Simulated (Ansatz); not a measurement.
Start from a 16-atom supercell of ZnO in the wurtzite structure (space group P6_3mc, No. 186; a = 3.2352 Å, c = 5.2114 Å) at its relaxed geometry.

Calculations: Kohn–Sham DFT with the r2SCAN functional, run in Ansatz (a program for electronic structure) with PAW and 500 eV plane waves, without spin-orbit coupling.

One neutral defect a cell, atoms relaxed at fixed cell.

One change was made to it. Results:

| quantity | base | after |
|---|---|---|
| largest displacement of a host atom from its site in the perfect cell | – | 0.17 Å |
| pressure | 0.0 GPa | 8.0 GPa |

Question: Which change produced these results?
A. In on a Zn site
B. Li interstitial (started 1.98 Å from the nearest host atom), symmetric start
C. O interstitial (started 2.07 Å from the nearest host atom), symmetric start
D. Zn interstitial (started 1.98 Å from the nearest host atom), symmetric start

Answer: A, In on a Zn site. For comparison, the pressure in the other runs: O interstitial (started 2.07 Å from the nearest host atom), symmetric start gives 4.5 GPa; Li interstitial (started 1.98 Å from the nearest host atom), symmetric start gives 6.1 GPa; Zn interstitial (started 1.98 Å from the nearest host atom), symmetric start gives 15.9 GPa.

The magnetic state is the one reached from the starting moments; the real material's order can differ, and small cells can't hold many antiferromagnetic ones. In so small a cell the defect repeats every few ångströms: this is an ordered compound, not a dilute defect. A case with no gap was solved on a k-mesh chosen for an insulator, which is coarse for it. Defects with a symmetric start kept the site's symmetry and may sit on a saddle; the others started slightly shaken. Starting moments died away, wholly or in part, for In on a Zn site, Li interstitial (started 1.98 Å from the nearest host atom) and Zn interstitial (started 1.98 Å from the nearest host atom); another magnetic solution may exist.
